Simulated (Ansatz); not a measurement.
System: ZnSnO3 (R3c, No. 161, 10 atoms in the cell; start mp-13334). Method: HSE06 in Ansatz (plane waves, PAW).

Settings: plane-wave cutoff 460 eV, 6×6×6 k mesh, Fermi–Dirac smearing 0.01 eV, scalar-relativistic PAW data made under PBE.

Cell (relaxed with PBEsol):

SnZnO₃ is taken in the trigonal space group R3c, hexagonal axes (No. 161), Pearson symbol hR10. Conventional cell: a = b = 5.2778 Å, c = 14.0119 Å, α = β = 90.00°, γ = 120.00°. Zn on 6a has 3 O at 1.993 Å and 3 O at 2.314 Å. Sn on 6a is surrounded by 6 O at 2.049–2.110 Å (octahedral). O on 18b sees 1 Zn at 1.993 Å and 1 Zn at 2.314 Å and 2 Sn at 2.049–2.110 Å. (Neighbours: up to the widest gap in distance over summed covalent radii, below 1.35, at either atom; cation-cation and far metal-metal contacts left out.)
(The calculation used a cell of 10 atoms; values per cell refer to that cell.)

Q: Estimate the band gap that the calculation returns.

A: 
* **band gap**: 3.06 eV (on the SCF k mesh)

Note: cell and atoms aren't relaxed at this level (pressure -1.4 GPa).

Spin–orbit coupling is not included.

It cost very roughly 10 core-minutes of CPU time.

A start named mp-… is a Materials Project structure, which need not be a measured phase.

Ansatz is a first-principles code.
